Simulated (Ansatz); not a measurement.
## B20 (FeSi-type) MnSi

Calculation: PBEsol (PAW; Ansatz, an electronic-structure program).

Settings: plane-wave cutoff 500 eV, 10×10×10 k mesh, Fermi–Dirac smearing 0.05 eV, spin-polarised with parallel moments, scalar-relativistic PAW data made under PBE.

Cell (relaxed at this level):

Space group P2₁3 (No. 198); a = b = c = 4.4703 Å, α = β = γ = 90.00°

```
atom  site  symmetry       x       y       z
----  ----  --------  ------  ------  ------
Mn      4a       .3.  0.1371  0.1371  0.1371
Si      4a       .3.  0.8454  0.8454  0.8454
```

For B20 (FeSi-type) MnSi, the magnetic moment (largest site, within a sphere) is 0.90 μB.

Note: the collinear magnetic order is the start's and need not be the measured one.

Moments are spin moments.

Static lattice: no zero-point or thermal effects.

Computing time: around 14 core-minutes (rough).
